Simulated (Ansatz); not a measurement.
# One base run on BP (F-43m, 2 atoms in the cell) and variants with one or two settings moved

```
BP
1.0
    0.00000     2.23231     2.23231
    2.23231     0.00000     2.23231
    2.23231     2.23231     0.00000
B P
1 1
Direct
  0.00000   0.00000   0.00000
  0.25000   0.25000   0.25000
```

Base run A: PBE (Ansatz, a first-principles code), self-consistent single point.

Its settings: basis.ecutwfc = 420 eV; kpoints.mp_grid.grid = 13 13 13; hamiltonian.xc = pbe; hamiltonian.pseudopotentials = {kind: paw} (the program's default PAW files); scf.occupations.method = fixed.

The starting cell comes from a database of computed structures (which also holds hypothetical and non-ambient phases and stackings), without a prior relaxation at this level. Its lattice was rescaled by a random factor within 2.5 % of one. In the base run, with a pressure of about 10 GPa the cell is away from its equilibrium volume at this level. Ansatz's pressure includes its estimate of the finite-basis (Pulay) stress.

ΔF is the free energy per atom less that of run A. A dash stands where there is no value to compare (another energy zero or no entropy term, no result, no spin, no clean gap, or a mesh too coarse for one). Total energies depend on the potentials, the functional and any Hubbard or dispersion term, so they are compared only between runs that share all of them.

Runs D sample the zone with one or two k-points, far too few for so small a cell.

Runs:
- B: 2 x 2 x 2 supercell, mesh divided and rounded up; kpoints.mp_grid.grid: 13 13 13 → 7 7 7
- C: hamiltonian.dispersion: default → d3bj [PBE-D3BJ]
- D: kpoints.mp_grid.grid: 13 13 13 → 1 1 1
- E: crystal.symmetry.detect: default → false
- F: scf.mixing.algorithm: default (the program chose MSR1) → anderson; scf.mixing.ndim: default → 20
- G: scf.mixing.algorithm: default (the program chose MSR1) → broyden; scf.mixing.beta: default → 0.1
- H: basis.precision: default → f64

| run | ΔF (meV/atom) | pressure (GPa) | gap on the mesh (eV) | k-points | valence electrons |
|---|---|---|---|---|---|
| A | 0.00 | 10.04 | 1.195 | 84 | 8 |
| B | -0.01 | 10.04 | 1.168 | 20 | 64 |
| C | – | 5.15 | 1.195 | 84 | 8 |
| D | 11315.3 | 123.30 | 2.953 | 1 | 8 |
| E | 0.00 | 10.04 | 1.195 | 1099 | 8 |
| F | 0.00 | 10.04 | 1.195 | 84 | 8 |
| G | 0.00 | 10.04 | 1.195 | 84 | 8 |
| H | 0.00 | 10.04 | 1.195 | 84 | 8 |

Run D against A: The free energy goes up by 11.3 eV/atom, the pressure goes from 10.04 to 123.3 GPa and the gap on the mesh goes from 1.195 to 2.953 eV.

Run B against A: The free energy hardly moves (within 1 meV/atom), the pressure stays at 10.04 GPa and the gap on the mesh goes from 1.195 to 1.168 eV.

Keys are those of Ansatz 0.2.
